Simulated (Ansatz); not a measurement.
Consider interstitial Cl in fcc Cu, neutral cell. The step: several atoms move together, Cl the farthest; the atom moves 1.55 Å along (-0.25, -0.25, -0.25) of the unit cell; the moving atom starts with neighbours 3 Cu at 2.21, 3 Cu at 2.22 Å and ends with 4 Cu at 2.06 Å. A PBE band in Ansatz (plane-wave PAW, a 2×2×2 k-point mesh shifted by half a step, 32 host sites, 27 SCF runs with any check of the saddle's order, static, no finite-size correction) gives a forward barrier of 0.63 eV. The saddle point's order was not checked, and it lies on a symmetry element of the cell, where a band can be held. Sites that were not tried may lie lower.

Single points at the band's start and saddle point can refine it. Rough cost of one point, in units of the band's mean SCF on the same machine:

```tsv
Level	Cost of one point
PBE, a 4×4×4 k-point mesh shifted by half a step	about 8
r2SCAN at 500 eV, a 2×2×2 k-point mesh shifted by half a step	about 3
```

### Question
Which of these move the barrier by more than 0.1 eV, and how far does each move it?

### Answer
Not one does. PBE, a 4×4×4 k-point mesh shifted by half a step: -0.06 eV; r2SCAN at 500 eV, a 2×2×2 k-point mesh shifted by half a step: 0.00 eV. Each functional is compared with PBE at the same k-points.

Ansatz is a quantum-chemistry and plane-wave program.
